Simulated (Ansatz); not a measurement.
ZrMo (model structure, within 0.1 Å of Pm-3m, No. 221, 4 atoms in the cell) was calculated with PBEsol (plane waves, PAW; Ansatz, an electronic-structure program).

Numerical settings: plane-wave cutoff 520 eV, 12×18×12 k mesh (along the axes of the cell as run), Fermi–Dirac smearing 0.05 eV, no spin polarisation, scalar-relativistic PAW data made under PBE.

Cell (relaxed at this level):

```cif
data_MoZr
_chemical_formula_sum 'Mo1 Zr1'
_space_group_name_H-M_alt 'Pm-3m'
_space_group_IT_number 221
_space_group_name_Hall '-P 4 2 3'
_cell_length_a 3.30011
_cell_length_b 3.30011
_cell_length_c 3.30011
_cell_angle_alpha 90.000
_cell_angle_beta 90.000
_cell_angle_gamma 90.000
loop_
_atom_site_label
_atom_site_type_symbol
_atom_site_symmetry_multiplicity
_atom_site_Wyckoff_symbol
_atom_site_fract_x
_atom_site_fract_y
_atom_site_fract_z
_atom_site_occupancy
Mo1 Mo 1 a 0.00000 0.00000 0.00000 1
Zr1 Zr 1 b 0.50000 0.50000 0.50000 1
```
(The calculation used a cell of 4 atoms; values per cell refer to that cell.)

Q: Estimate the bulk modulus that the calculation returns.

A: 
bulk modulus: 161 GPa

Note: the run has no spin polarisation, so it can have missed a magnetic state; the bulk modulus is −V dP/dV from two relaxed cells at ±2 % in volume.

The computed numbers hold no vibrational or temperature effects.

Cost on a shared machine: about 13 core-minutes (a rough figure).

A model structure was made by putting elements into a prototype or built by hand; it is no filed structure, need not be a known phase, and can be a saddle point held by its symmetry.
